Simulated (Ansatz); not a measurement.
Structures of equal composition on the (111)A surface of 3C silicon carbide (Si plane on top): (√3x√3)R30° In adatom at H3; (√3x√3)R30° In adatom at T4. The slabs share one bottom face, and each structure is named by its start. These are constructed structures in small cells; real faces may alloy, dewet or reconstruct in larger ones, and not all known structures of the face are among them. Slabs of about 10 Å, Fermi-Dirac smearing of 0.025 eV. Bottom of the slabs: H caps. Relaxed from the named starts with such symmetry as they have, on meshes of like density; energies extrapolated to zero smearing; spin only where a row says so; no spin-orbit coupling, no U. Brackets mark spin-polarised runs, whose order is one that fits the cell. Where a second, spin-polarised start was run, the lower counts.

The numbers are results of PBE (plane waves to 420 eV, PAW; Ansatz, an electronic-structure program), not measurements.

Task: Rank these by energy per 1x1 cell (lowest first), as PBE gives it.

Result: (√3x√3)R30° In adatom at T4 (0.000 eV, gap 1.34 eV on the mesh), (√3x√3)R30° In adatom at H3 (0.135 eV, gap 0.95 eV on the mesh)
